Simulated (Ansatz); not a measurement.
The cell is built on a prototype and need not be the phase stable at ambient conditions.

By PBEsol, the system below comes out a metal.

Without scattering a metal conducts by its projected Fermi surface.

Given:

```yaml
crystal:
  lattice:
    - [2.96795, 0.00000, 0.00000]
    - [0.00000, 10.76878, 0.00000]
    - [1.48398, 5.38439, 1.48398]
  atoms:
    - { symbol: Hf, position: [0.00000, 0.24581, 0.00000] }
    - { symbol: Hf, position: [0.50000, 0.99581, 0.00000] }
    - { symbol: N, position: [0.00000, 0.83819, 0.00000] }
    - { symbol: N, position: [0.50000, 0.58819, 0.00000] }
```

Space group of this cell: I4_1md. The cell was relaxed by PBE-D3(BJ); by PBEsol its mean pressure is -2.9 GPa.

The current flows along the normal of the first two printed cell vectors. No spin-orbit coupling; the value is a mean over 0.1 eV about the Fermi level.

Task: Compute, with PBEsol (Ansatz, a quantum-chemistry and plane-wave program), the ballistic conductance per area.

Result: 0.71 × 10¹⁵ S/m² for both spins.
